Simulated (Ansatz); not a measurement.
Consider ZrS2 in the fluorite structure (space group Fm-3m, No. 225; a = 6.2562 Å; a hypothetical phase, not in the database extracts checked).

Levels (all Ansatz, an electronic-structure program, PAW): r2SCAN (500 eV, no SOC); HSE06 (420 eV, scalar-relativistic without spin-orbit coupling).

The geometry is relaxed with r2SCAN.

| Item | Value |
|---|---|
| r2SCAN lowest conduction level above the VBM at special points | Γ 0.13 eV; X 0.22 eV; L 0.61 eV |

Q: How does going to HSE06 change the lowest conduction level above the VBM at special points?

A: The lowest conduction level above the VBM at special points becomes Γ 0.58 eV; X 0.64 eV; L 1.13 eV (r2SCAN: Γ 0.13 eV; X 0.22 eV; L 0.61 eV).

Single points use the geometry relaxed with r2SCAN. The hybrid gap comes from the SCF mesh plus the semilocal run's edge points and a few special points and is an upper bound. The levels and masses belong to the bands next to the band gap. Stability against distortions was not tested.
